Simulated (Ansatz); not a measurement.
## Pressure series in Ge

The parent structure is Ge in the diamond structure (space group Fd-3m, No. 227).

```yaml
crystal:
  lattice:
    - [0.00000, 2.88111, 2.88111]
    - [2.88111, 0.00000, 2.88111]
    - [2.88111, 2.88111, 0.00000]
  atoms:
    - { symbol: Ge, position: [0.50000, 0.50000, 0.50000] }
    - { symbol: Ge, position: [0.75000, 0.75000, 0.75000] }
```

Cell and atoms are relaxed at each pressure.

Levels (all Ansatz, an electronic-structure program, PAW, earlier PAW set): PBE (420 eV, no spin-orbit coupling); r2SCAN (500 eV, spin-orbit coupling left out).

The base cell above is that of PBE; each level relaxes its own structures.

```json
[
 {"case": "pressure −2 GPa", "lattice parameter a, PBE": "5.834 Å", "lattice parameter a, r2SCAN": "5.731 Å"},
 {"case": "pressure −1 GPa", "lattice parameter a, PBE": "5.796 Å", "lattice parameter a, r2SCAN": "5.700 Å"},
 {"case": "pressure 1.8 GPa", "lattice parameter a, PBE": "5.707 Å", "lattice parameter a, r2SCAN": "5.628 Å"},
 {"case": "pressure 4.2 GPa", "lattice parameter a, PBE": "5.645 Å", "lattice parameter a, r2SCAN": "5.576 Å"},
 {"case": "pressure 9 GPa", "lattice parameter a, PBE": "5.544 Å", "lattice parameter a, r2SCAN": "5.488 Å"},
 {"case": "pressure 18 GPa", "lattice parameter a, PBE": "5.404 Å", "lattice parameter a, r2SCAN": "5.362 Å"},
 {"case": "pressure 30 GPa", "lattice parameter a, PBE": "5.268 Å", "lattice parameter a, r2SCAN": "5.237 Å"},
 {"case": "pressure 45 GPa", "lattice parameter a, PBE": "5.142 Å", "lattice parameter a, r2SCAN": "5.118 Å"},
 {"case": "pressure 60 GPa", "lattice parameter a, PBE": "5.043 Å", "lattice parameter a, r2SCAN": "5.024 Å"}
]
```

PBE lies above r2SCAN in every row, by 0.019 Å to 0.103 Å. They put the cases in the same order.

Load acts through the strain it causes; cell and atoms are relaxed under it. Whether these cells are dynamically stable was not tested. Measured, Ge leaves this structure (for the β-tin structure) near 10.6 GPa (room temperature; as listed in arXiv:1906.07825).
